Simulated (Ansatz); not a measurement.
We consider SiO₂ (P4₁2₁2, No. 92), described by r²SCAN-D4 in Ansatz (plane waves, PAW).

Settings: plane-wave cutoff 500 eV, 8×8×6 k mesh (along the axes of the cell as run), gaussian smearing 0.02 eV, scalar-relativistic PAW data made under PBE.

Cell (relaxed at this level):

```cif
data_O8Si4
_chemical_formula_sum 'Si4 O8'
_space_group_name_H-M_alt 'P41212'
_space_group_IT_number 92
_space_group_name_Hall 'P 4abw 2nw'
_cell_length_a 4.91966
_cell_length_b 4.91966
_cell_length_c 6.79221
_cell_angle_alpha 90.000
_cell_angle_beta 90.000
_cell_angle_gamma 90.000
loop_
_atom_site_label
_atom_site_type_symbol
_atom_site_symmetry_multiplicity
_atom_site_Wyckoff_symbol
_atom_site_fract_x
_atom_site_fract_y
_atom_site_fract_z
_atom_site_occupancy
Si1 Si 4 a 0.30916 0.30916 0.00000 1
O1 O 8 b 0.23542 0.12226 0.18780 1
```

Estimate the band gap that the calculation returns.


- band gap = 6.43 eV (on the SCF k mesh)

Computed values are for the static lattice.

Ansatz is an electronic-structure program.
